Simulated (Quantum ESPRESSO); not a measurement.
# Equation of state of antifluorite Be2C (space group 225): energy against volume (Quantum ESPRESSO, PBE)

```
CELL_PARAMETERS angstrom
      0.00000     2.13142     2.13142
      2.13142     0.00000     2.13142
      2.13142     2.13142     0.00000
ATOMIC_POSITIONS crystal
  Be 0.25000 0.25000 0.25000
  Be 0.75000 0.75000 0.75000
  C  0.00000 0.00000 0.00000
```

Level of theory: PBE, GBRV 1.5 ultrasoft (PBE) pseudopotentials (plane waves; Quantum ESPRESSO). Settings: ecutwfc = 52 Ry; ecutrho = 260 Ry; occupations = smearing; smearing = fermi-dirac; degauss = 0.000734986 Ry; potentials = {Be: be_pbe_v1.4.uspp.F.UPF, C: c_pbe_v1.2.uspp.F.UPF}; K_POINTS = automatic 13 13 13 0 0 0; conv_thr = 1e-10 Ry; mixing_beta = 0.4. The cell above is the first row's. The rows scale it uniformly. In all rows fractional positions and the k mesh are held. E is the free energy at the stated smearing, counted from the lowest row.

```csv
V (Å^3/atom),E (meV/atom)
6.4553,?
6.5956,3.01
6.7359,0.00
6.8763,0.75
7.0166,4.95
7.1569,12.25
7.2972,22.40
7.4376,35.14
7.5779,50.24
```

Question: Fit E against V with the third-order Birch-Murnaghan form, a cubic in V^(-2/3), and predict the withheld value at V = 6.4553.

Answer: With u = V^(-2/3) - 0.271, the rows have u = 0.013335, 0.009373, 0.005544, 0.001845, -0.001733, -0.005195, -0.008551, -0.011801. Least squares gives E = 8.310 - 2056.33·u + 125683·u² - 96323·u³. Residuals (row less fit): 0.000, 0.002, -0.006, 0.007, -0.002, 0.002, -0.004, 0.002; standard error 0.005 (degrees of freedom: 4). Its minimum lies at u = 0.008259, so V0 = (0.279259)^(-3/2) = 6.776. There d²E/du² = 246600 and d³E/du³ = -577900, so B0 = (4/9) × 6.776^(-7/3) × 246600 × 0.160218 = 202 GPa (the last factor turns the table's units into GPa), and B0' = 4 + (2/3) × 0.279259 × (-577900)/246600 = 3.6. The program's pressures in the fitted runs (not shown) pass through zero at V = 6.78, 0.00 % from this V0. At the withheld row, u = 0.017440, so E = 8.310 - 2056.33 × 0.017440 + 125683 × 0.017440² - 96323 × 0.017440³ = 10.164 meV/atom. The calculation gives 10.15 meV/atom, 0.014 meV/atom below the prediction (under 0.05 % of the range of E in the table). The row lies outside the fitted rows, so this is an extrapolation. From the scatter of the fitted rows alone, a prediction at this place has a standard error of 0.016 meV/atom, so the miss is 0.9 times that.

Carrying the step between the two nearest rows on in a straight line would have given 6.02, off by 4.13; series whose last step already gives the withheld value aren't shown. The scan was laid around a cell of about the measured size, scaled by a guess for this functional. The runs keep the symmetry of the cell, so they don't test it for distortions. Cutoffs and mesh are single choices, not tested for convergence of this quantity. Series with a scatter that would blur these digits, or in which a gap closes, are not shown. Nor are scans whose minimum lies at an end fitted in this form.
